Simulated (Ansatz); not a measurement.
Results of r²SCAN (Ansatz, a quantum-chemistry and plane-wave program, PAW) for Tb5Si3 (P6₃/mcm, No. 193).

Settings: plane-wave cutoff 500 eV, 6×6×6 k mesh, Fermi–Dirac smearing 0.05 eV, spin-polarised start, scalar-relativistic PAW data made under PBE.

Computed at the level's own relaxed cell.

Question: What does this level give for the equilibrium volume per atom, lattice parameter a and lattice parameter c?

Answer: 
- equilibrium volume per atom: 24.85 Å³/atom
- lattice parameter a: 8.521 Å
- lattice parameter c: 6.323 Å

Note: the magnetic order was assumed, not searched for or taken from measurement; the 4f shell is treated without U or exact exchange, so its levels and filling can be wrong.

Spin–orbit coupling is not included.

Static lattice: no zero-point or thermal effects.
